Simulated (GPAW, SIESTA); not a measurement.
A SIESTA input for a self-consistent single point of YMg6Ga (Amm2, 8 atoms in the cell) (DFT, GGA PBEsol, numerical atomic orbitals DZP, PseudoDojo PBEsol standard norm-conserving potentials (rewritten from UPF to PSML)):

```
# files in the folder: Y.psml Mg.psml Ga.psml (PseudoDojo PBEsol standard)
SystemName  YMg6Ga
SystemLabel YMg6Ga

NumberOfAtoms                8
NumberOfSpecies              3
%block ChemicalSpeciesLabel
  1 39 Y
  2 12 Mg
  3 31 Ga
%endblock ChemicalSpeciesLabel
LatticeConstant              1.0 Ang
%block LatticeVectors
     5.051904000    0.000000000    0.000000000
     0.000000000    3.339351000    5.756427000
     0.000000000   -3.339351000    5.756427000
%endblock LatticeVectors
AtomicCoordinatesFormat      Fractional
%block AtomicCoordinatesAndAtomicSpecies
     0.500000000    0.324950000    0.324950000  1
     0.500000000    0.837930000    0.324970000  2
     0.500000000    0.324970000    0.837930000  2
     0.500000000    0.835790000    0.835790000  2
     0.000000000    0.677150000    0.161710000  2
     0.000000000    0.161710000    0.677150000  2
     0.000000000    0.667450000    0.667450000  2
     0.000000000    0.170050000    0.170050000  3
%endblock AtomicCoordinatesAndAtomicSpecies

XC.functional                GGA
XC.authors                   PBEsol
PAO.BasisSize                DZP
PAO.EnergyShift              0.01 Ry
MeshCutoff                   300 Ry
%block kgrid.MonkhorstPack
    4   0   0  0.0
    0   3   0  0.0
    0   0   3  0.0
%endblock kgrid.MonkhorstPack
OccupationFunction           FD
ElectronicTemperature        100.0 meV

MaxSCFIterations             150
SCF.Mixer.Method             Pulay
SCF.Mixer.Weight             0.25
SCF.Mixer.History            6
SCF.DM.Tolerance             1.0E-05
Diag.ParallelOverK           true
WriteForces                  true
```

Task: Write the same calculation as an input for GPAW.

Result: One input that does it (others would too):

```python
from ase import Atoms
from ase.units import GPa
from gpaw import GPAW

atoms = Atoms(['Y', 'Mg', 'Mg', 'Mg', 'Mg', 'Mg', 'Mg', 'Ga'],
              cell=[[5.051904, 0.000000, 0.000000],
                    [0.000000, 3.339351, 5.756427],
                    [0.000000, -3.339351, 5.756427]],
              positions=[[2.525952, 0.000000, 3.741102],
                         [2.525952, 1.712953, 6.694149],
                         [2.525952, -1.712953, 6.694149],
                         [2.525952, 0.000000, 9.622328],
                         [0.000000, 1.721235, 4.828836],
                         [0.000000, -1.721235, 4.828836],
                         [0.000000, 0.000000, 7.684254],
                         [0.000000, -0.000000, 1.957761]],
              pbc=True)

calc = GPAW(mode={'name': 'pw', 'ecut': 850},
            xc='PBEsol',
            kpts={'size': (4, 3, 3), 'gamma': True},
            occupations={'name': 'fermi-dirac', 'width': 0.1},
            nbands=-12,
            symmetry={'symmorphic': False, 'tolerance': 0.0005},
            maxiter=100)

atoms.calc = calc

energy = atoms.get_potential_energy()
print('Energy (eV):', round(energy, 6))
forces = atoms.get_forces()
print('Forces (eV/Ang):')
print(forces.round(5))
stress = atoms.get_stress()
print('Stress (GPa, Voigt):', (stress / GPa).round(4))
```

Basis settings and potentials, where a program has them, do not carry over. This input uses DFT PBEsol, plane waves, GPAW PAW datasets PBEsol (made by gpaw-setup).

The starting cell comes from a database of computed structures (which also holds hypothetical and non-ambient phases and stackings), without a prior relaxation at this level. Its lattice was rescaled by a random factor within 2.5 % of one.
